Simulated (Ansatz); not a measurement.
# How the equilibrium lattice constant a of ZrTa (model structure, Fm-3m, No. 225, 2 atoms in the cell) moves with the method

No measured value is used here.

```json
[
 {"level (code)": "LDA (Ansatz)", "value (Å)": "___"},
 {"level (code)": "PBE (Ansatz)", "value (Å)": "5.662"},
 {"level (code)": "PBEsol (Ansatz)", "value (Å)": "5.577"},
 {"level (code)": "r²SCAN (Ansatz)", "value (Å)": "5.644"}
]
```

### Question
Complete the blanks.

### Answer

- LDA (Ansatz, a program for electronic structure), value (Å): 5.521

Density-functional levels without +SOC have no spin–orbit coupling. Cutoffs differ between the levels. Ansatz's density-functional and Hartree–Fock values are scalar-relativistic unless marked +SOC, with PAW data made under PBE.

A model structure was made by putting elements into a prototype or built by hand; it is no filed structure, need not be a known phase, and can be a saddle point held by its symmetry.
